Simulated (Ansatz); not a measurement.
# Carrier properties of GaP (F-43m)

Here is the system:

```
GaP
1.0
    0.00000     2.70627     2.70627
    2.70627     0.00000     2.70627
    2.70627     2.70627     0.00000
Ga P
1 1
Direct
  0.00000   0.00000   0.00000
  0.25000   0.25000   0.25000
```

These are r2SCAN with spin-orbit coupling, rigid bands (plane waves, PAW; Ansatz, a quantum-chemistry and plane-wave program) values and carry that method's errors. Condition of this run: hydrostatic pressure 2 GPa (the target of the relaxation). How the cell was made: cell and atoms relaxed with r2SCAN, then loaded as said.

```yaml
band_gap: 1.78 eV
electron conductivity mass (300 K, dilute): 0.34 mₑ
hole conductivity mass (300 K, dilute): 0.47 mₑ
effective density of states N_c (300 K): 3.9e19 cm⁻³
effective density of states N_v (300 K): 2.2e19 cm⁻³
density_of_states_mass_electrons: 1.35 mₑ
density_of_states_mass_holes: 0.92 mₑ
Seebeck coefficient, n-type 1e19 cm⁻³, 300 K: -328 μV/K
best n-type power factor at 300 K for τ = 10 fs (best axis; densities from 1e16 to 1e21 cm⁻³ tried, whether or not they can be reached): 17.0 μW/(cm·K²) at 1e20 cm⁻³
Seebeck coefficient, p-type 1e19 cm⁻³, 300 K: 316 μV/K
best p-type power factor at 300 K for τ = 10 fs (best axis; densities from 1e16 to 1e21 cm⁻³ tried, whether or not they can be reached): 14.4 μW/(cm·K²) at 3e20 cm⁻³
```

Rigid bands; masses and Seebeck coefficients take one relaxation time τ for all states and one kind of carrier; polarons and phonon drag are left out.
